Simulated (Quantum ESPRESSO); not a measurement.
**Short convergence ladders for ZnNi (P4/mmm, 2 atoms in the cell)**

```
ZnNi
1.0
    2.71006     0.00000     0.00000
    0.00000     2.71006     0.00000
    0.00000     0.00000     3.19786
Zn Ni
1 1
Direct
  0.50000   0.50000   0.50000
  0.00000   0.00000   0.00000
```

Base method: LDA (PZ), PSlibrary PAW (LDA) pseudopotentials (plane waves; Quantum ESPRESSO).

Base settings: ecutwfc = 50 Ry; ecutrho = 300 Ry; occupations = smearing; smearing = fermi-dirac; degauss = 0.0073499 Ry; potentials = {Zn: Zn.pz-dn-kjpaw_psl.1.0.0.UPF, Ni: Ni.pz-n-kjpaw_psl.1.0.0.UPF}; K_POINTS = automatic 8 8 7 0 0 0; conv_thr = 1e-09 Ry; mixing_beta = 0.5.

**Zone-centre phonons against the cutoff**

In this ladder: ph.x.tr2_ph = 1e-14; ph.x.fildyn = dyn.G; dynmat.x.fildyn = dyn.G; dynmat.x.asr = crystal. Moved along: ecutrho.

The mesh stays at the base's, so the ladder's end is converged at best in this setting alone.

Frequencies are those of the unrelaxed cell, without the LO-TO term of polar crystals.

Only quantities that move along the ladder and can be compared are tabulated.

```csv
ecutwfc,highest zone-centre frequency (cm⁻¹)
25 Ry,281.1
30 Ry,251.2
35 Ry,243.3
42 Ry,243.7
50 Ry,243.3
75 Ry,244.2
```

Coarsest ecutwfc that holds the highest zone-centre frequency within 5 cm⁻¹ of the last step, with all finer ones: 35 Ry; the step before is off by 6.9 cm⁻¹.

**Zone-centre phonons against the mesh**

In this ladder: ph.x.tr2_ph = 1e-14; ph.x.fildyn = dyn.G; dynmat.x.fildyn = dyn.G; dynmat.x.asr = crystal.

Frequencies are those of the unrelaxed cell, without the LO-TO term of polar crystals.

Only quantities that move along the ladder and can be compared are tabulated.

```tsv
K_POINTS	highest zone-centre frequency (cm⁻¹)
automatic 3 3 3 0 0 0	239.8
automatic 5 5 4 0 0 0	238.1
automatic 8 8 6 0 0 0	245.9
automatic 14 14 12 0 0 0	244.1
```

Coarsest K_POINTS that holds the highest zone-centre frequency within 5 cm⁻¹ of the last step, with all finer ones: automatic 8 8 6 0 0 0; the step before is off by 6.0 cm⁻¹.

**Zone-centre phonons against the SCF threshold**

In this ladder: ph.x.tr2_ph = 1e-14; ph.x.fildyn = dyn.G; dynmat.x.fildyn = dyn.G; dynmat.x.asr = crystal.

The mesh stays at the base's, so the ladder's end is converged at best in this setting alone.

Frequencies are those of the unrelaxed cell, without the LO-TO term of polar crystals.

Only quantities that move along the ladder and can be compared are tabulated.

```csv
conv_thr,highest zone-centre frequency (cm⁻¹)
7.3e-05 Ry,228.2
7.3e-07 Ry,251.6
7.3e-09 Ry,243.3
7.3e-11 Ry,244.0
7.3e-13 Ry,244.0
```

Coarsest conv_thr that holds the highest zone-centre frequency within 5 cm⁻¹ of the last step, with all finer ones: 7.3e-09 Ry; the step before is off by 7.6 cm⁻¹.

On the base run: the starting cell comes from a database of computed structures (which also holds hypothetical and non-ambient phases and stackings), without a prior relaxation at this level. Its lattice was rescaled by up to half a per cent. Spin polarisation is off. In the base run, with a pressure of about -12 GPa the cell is away from its equilibrium volume at this level.
